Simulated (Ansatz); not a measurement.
Rh (model structure, started from the diamond type, Fd-3m, No. 227, 2 atoms in the cell) was calculated with r²SCAN (Ansatz, a first-principles code, PAW).

Numerical settings: plane-wave cutoff 560 eV, 18×18×18 k mesh, Fermi–Dirac smearing 0.05 eV, no spin polarisation, scalar-relativistic PAW data made under PBE.

Cell (relaxed at this level):

Rh has the cubic space group Fd-3m, origin choice 1 (No. 227), the diamond structure, Pearson symbol cF8. Lattice parameters: a = b = c = 5.4600 Å, α = β = γ = 90.00°. Rh on 8b is coordinated by 4 Rh at 2.364 Å (tetrahedral). (Neighbours: up to the widest gap in distance over summed covalent radii, below 1.35, at either atom.)
(The calculation used a cell of 2 atoms; values per cell refer to that cell.)

Problem. Estimate the bulk modulus B0 that the calculation returns.

Solution. 
- bulk modulus B0: 145 GPa

Note: the run has no spin polarisation, so it can have missed a magnetic state; the bulk modulus is −V dP/dV from two relaxed cells at ±2 % in volume; the relaxation could raise the start's symmetry but not lower it, so the cell can be a saddle point.

Static lattice: no zero-point or thermal effects.

The result took around 90 core-seconds (rough).

A model structure was made by putting elements into a prototype or built by hand; it is no filed structure, need not be a known phase, and can be a saddle point held by its symmetry.
